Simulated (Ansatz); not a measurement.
Consider CaO in the rock salt structure (space group Fm-3m, No. 225; a = 4.767 Å).

Calculations: Ansatz (a quantum-chemistry and plane-wave program), PBEsol, PAW, cutoff 420 eV, scalar-relativistic without spin-orbit coupling.

One change was made to it. Results:

The band gap remains 3.54 eV; the smallest direct gap hardly moves (3.92 eV against 3.91 eV); the lattice parameter a shrinks by 0.004 Å, from 4.767 Å to 4.763 Å.

Task: Which of these changes matches the shifts?
A. pressure 0.3 GPa
B. pressure 10 GPa
C. pressure −2 GPa

Result: A, pressure 0.3 GPa. For comparison, the lattice parameter a in the other runs: pressure 10 GPa gives 4.652 Å; pressure −2 GPa gives 4.796 Å.

Load acts through the strain it causes; cell and atoms are relaxed under it. Stability against distortions was not tested. Competing high-pressure phases were not computed. The base started in Cmce and relaxed to Fm-3m at this level.
